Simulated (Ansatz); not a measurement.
ScAl2 (Fd-3m), PBEsol, DFPT electron-phonon coupling, linearised Boltzmann equation (Ansatz, a quantum-chemistry and plane-wave program): phonon-limited resistivity 18.6 μΩ·cm at 300 K, 25.8 μΩ·cm at 400 K, current-weighted mean free path 8.3 nm.

Question: What temperature coefficient of resistance follows, and how does it compare with 1/T?

Answer: (ρ₄₀₀ − ρ₃₀₀)/(100 K × ρ₃₀₀) = 3.87×10⁻³ K⁻¹, against 1/T = 3.33×10⁻³ K⁻¹ for a resistivity proportional to T. It lies higher because phonons are still being populated at 300 K; impurities would add a constant and lower it.

Question: Estimate the electronic thermal conductivity at 300 K by the Wiedemann-Franz law (L₀ = 2.44×10⁻⁸ W·Ω/K²).

Answer: L₀T/ρ = 2.44×10⁻⁸ × 300/(18.6×10⁻⁸) = 39.4 W/(m·K). Inelastic scattering puts the true Lorenz number somewhat under L₀ near and below the Debye temperature.

Question: What is the classical skin depth at 100 GHz (nonmagnetic, μ₀ = 1.257×10⁻⁶ H/m)?

Answer: δ = √(ρ/(π f μ₀)) = 686 nm.

A metal at this level (no band gap). Only scattering by harmonic phonons is included (no impurities, grain boundaries, electron-electron scattering or thermal expansion). Spin-orbit coupling is left out. Halving the electron mesh (20x20x20) moves the resistivity by up to 4 % at 300 K, the mean free path by up to 2 %. Smearing 0.20 eV; phonons on a 3x3x3 q mesh, which this run doesn't test.

Computed structure with no diffraction record at hand here (it may be known, metastable or hypothetical): ScAl2 (Fd-3m).
